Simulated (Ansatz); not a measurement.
We consider Al3V (I4/mmm, No. 139; cell taken from a computed entry), described by LDA (plane waves, PAW; Ansatz, a first-principles code).

Run with plane-wave cutoff 500 eV, 20×20×20 k mesh, Fermi–Dirac smearing 0.1 eV, no spin polarisation, scalar-relativistic PAW data made under PBE.

Computed at the level's own relaxed cell.

Give the computed equilibrium volume per atom, equilibrium lattice constant a and c axis length.


* **equilibrium volume per atom**: 14.02 Å³/atom
* **equilibrium lattice constant a**: 3.703 Å
* **c axis length**: 8.178 Å

The run finds no gap.

Note: the relaxation could not lower the start's symmetry, so the cell can be a saddle point above a distorted one.

Computing time: about 2.7 core-minutes (a rough figure).
